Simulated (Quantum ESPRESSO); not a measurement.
Sensitivity of a calculation on Co4TeO8 (P-1, 13 atoms in the cell) to its settings

```
Co4TeO8
1.0
    5.88756     0.00000     0.00000
   -2.82838     5.17325     0.00000
   -2.73116    -1.79744     4.97640
Co Te O
4 1 8
Direct
  0.00000   0.50000   0.50000
  0.50000   0.50000   0.50000
  0.00000   0.00000   0.00000
  0.00000   0.00000   0.50000
  0.50000   0.50000   0.00000
  0.50218   0.29098   0.74100
  0.49782   0.70902   0.25900
  0.93767   0.75184   0.69010
  0.06233   0.24816   0.30990
  0.50054   0.26619   0.21782
  0.49946   0.73381   0.78218
  0.95598   0.74531   0.24031
  0.04402   0.25469   0.75969
```
Moments meant for the start (each program seeds them in its own way; μB, in the order of the atoms Co Co Co Co Te O O O O O O O O): 3.0 3.0 3.0 3.0 0.0 0.0 0.0 0.0 0.0 0.0 0.0 0.0 0.0.

Base run A: PBEsol+U, PSlibrary PAW (PBE) pseudopotentials (Quantum ESPRESSO 7.5), self-consistent single point.

Its settings: ecutwfc = 55 Ry; ecutrho = 330 Ry; occupations = smearing; smearing = fermi-dirac; degauss = 0.0036749 Ry; nspin = 2; input_dft = pbesol; K_POINTS = automatic 3 3 3 0 0 0; HUBBARD = ortho-atomic; U Co-3d 3.32 eV; conv_thr = 1e-09 Ry; mixing_beta = 0.3.

The starting cell comes from a database of computed structures (which also holds hypothetical and non-ambient phases and stackings), without a prior relaxation at this level. Its lattice was rescaled by a random factor within 2.5 % of one. The magnetic order is the one reached from the typed start; others were not searched systematically. With U or open f shells several self-consistent states can exist.

ΔF is the free energy per atom less that of run A. A dash stands where there is no value to compare (another energy zero or no entropy term, no result, no spin, no clean gap, or a mesh too coarse for one). Absolute energies have different zeros for different potentials, functionals, Hubbard and dispersion terms and are not compared across them.

Runs C, D sample the zone with one or two k-points, far too few for so small a cell.

```json
[
 {"run": "A", "change": "base", "ΔF (meV/atom)": "0.00", "pressure (GPa)": "0.67", "largest force (eV/Å)": "0.455", "size of the net moment (μB/atom)": "0.77", "Hubbard energy (eV/atom)": "0.280", "k-points": "14", "ending": "converged"},
 {"run": "B", "change": "HUBBARD: ortho-atomic; U Co-3d 3.32 eV → default [PBEsol]", "ΔF (meV/atom)": "–", "pressure (GPa)": "–", "largest force (eV/Å)": "–", "size of the net moment (μB/atom)": "–", "Hubbard energy (eV/atom)": "–", "k-points": "14", "ending": "not converged"},
 {"run": "C", "change": "K_POINTS: automatic 3 3 3 0 0 0 → automatic 1 1 1 0 0 0", "ΔF (meV/atom)": "223.5", "pressure (GPa)": "2.58", "largest force (eV/Å)": "0.835", "size of the net moment (μB/atom)": "0.77", "Hubbard energy (eV/atom)": "0.308", "k-points": "1", "ending": "converged"},
 {"run": "D", "change": "K_POINTS: automatic 3 3 3 0 0 0 → automatic 2 1 1 0 0 0", "ΔF (meV/atom)": "78.2", "pressure (GPa)": "1.32", "largest force (eV/Å)": "0.643", "size of the net moment (μB/atom)": "0.77", "Hubbard energy (eV/atom)": "0.287", "k-points": "2", "ending": "converged"}
]
```

Run C against A: The free energy rises by 224 meV/atom, the pressure goes from 0.67 to 2.58 GPa, the largest force goes from 0.455 to 0.835 eV/Å and the size of the net moment stays at 0.77 μB/atom.

Run D against A: The free energy goes up by 78.2 meV/atom, the pressure goes from 0.67 to 1.32 GPa, the largest force goes from 0.455 to 0.643 eV/Å and the size of the net moment stays at 0.77 μB/atom.
